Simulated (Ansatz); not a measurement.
Abridged Ansatz (a program for electronic structure) output:

```
Relaxation: its limit of steps is 60 (relax.max_steps)
Pseudopotential: Mg, paw, valence charge 10
Pseudopotential: Sn, paw, valence charge 14
Crystal: 3 atoms, lattice volume = 70.416 Å³
Basis set: ecut = 420 eV, 1363 PW (Γ), exchange–correlation on 64×64×64 points (8 copies of the dense FFT grid, shifted against one another)
Bands: 21, of which v1, the nominal top of the filled ones, is band 17 counted from 1 (16 counted from 0)
Symmetry: 48 space group operations
k-points: 72 of 1728
Functional: x = pbesol(κ = 0.804, μ = 0.12345679012345678), c = pbesol(β = 0.046)
SCF iter   1: F=—  HF=-9774.429125 eV  |F-HF|=—  |Δ(HF+E_count)|=         —  Δρ=4.79e-3  dr2=2.44e-2  ethr=1.77e-3  ⟨swp⟩=6.2  Hψ=7511  notcnv=0
SCF iter   2: F=—  HF=-9774.424908 eV  |F-HF|=—  |Δ(HF+E_count)|=   4.22e-3  Δρ=3.04e-3  dr2=1.26e-2  ethr=7.19e-5  ⟨swp⟩=1.2  Hψ=2110  notcnv=0
SCF 1 converged in 7 iterations: F = -9774.422219 eV  dr2 = 3.47e-8
relax step   1: F+E_penalty+E_count = -9774.42221948 eV  Δ(F+E_penalty+E_count) = +0.000e0 eV  max|allowed force component| = 2.159e-17 eV/Å  Δτ_max = 0.0000 Å  P = +4.498 GPa  Ω = 70.416 Å³  (7 SCF iters, dr2 threshold 1.00e-7 eV, accepted)
[... steps on the carried basis left out ...]
relax step   7: F+E_penalty+E_count = -9774.23991606 eV  Δ(F+E_penalty+E_count) = +6.344e-7 eV  max|allowed force component| = 5.860e-17 eV/Å  Δτ_max = 0.0000 Å  P = +8.999 GPa  Ω = 66.013 Å³  stress off target by 5.09e-4 GPa  SCF on the basis re-selected at this cell (its energy is not comparable with the rows above)  (5 SCF iters)
SCF converged after 5 iterations
Free energy (F): -9774.239916 eV
Internal energy: -9774.237899 eV  (E = F + TS)
E sigma→0 (E₀):  -9774.238908 eV
Entropy (-TS):   -0.002017 eV (-0.672 meV/atom)
Fermi energy:    8.591330 eV
--- Forces (eV/Å), atoms counted from 1 ---
  atom   1  Mg    -0.00000000     0.00000000     0.00000000
  atom   2  Mg     0.00000000     0.00000000    -0.00000000
  atom   3  Sn    -0.00000000     0.00000000     0.00000000
--- Stress (GPa, compression-positive) ---
        8.999491      -0.000000      -0.000000
       -0.000000       8.999491      -0.000000
       -0.000000      -0.000000       8.999491
  P = ⅓ Tr σ = 8.9995 GPa (89.995 kbar)
--- Relaxed structure (5 steps of the walk, 5 accepted, 2 SCFs on fresh bases) ---
  cell:  # Å, volume = 66.0126 Å³
    - [-4.33902774590302e-34, 3.2077385142618167, 3.2077385142618167]
    - [3.2077385142618167, -7.682865651946695e-35, 3.2077385142618167]
    - [3.2077385142618167, 3.2077385142618167, -8.666113215323202e-34]
  atoms:
    - { symbol: Mg, position: [0.24999999999999997, 0.24999999999999997, 0.24999999999999997] }
    - { symbol: Mg, position: [0.75, 0.75, 0.75] }
    - { symbol: Sn, position: [5.2734539209191216e-33, -3.5671204402781476e-33, -4.023747766557533e-33] }
```

Q: What was computed, and what are the main results?

A: Mg2Sn, 3 atoms in the cell, with Ansatz PBEsol, scalar-relativistic without spin-orbit coupling, from a series relaxed to a target (pressure 9 GPa). The last SCF converged to F = -9774.239916 eV, or -3258.0800 eV per atom, at a pressure of 9.00 GPa. The total energy compares only with runs of the same code, potentials and settings.

Load acts through the strain it causes; cell and atoms are relaxed under it. Whether these cells are dynamically stable was not tested. Competing high-pressure phases were not computed. The cell was made from Mg₂Sn (space group Fm-3m, No. 225) by this change: pressure 9 GPa.

Keys are those of Ansatz 0.2.
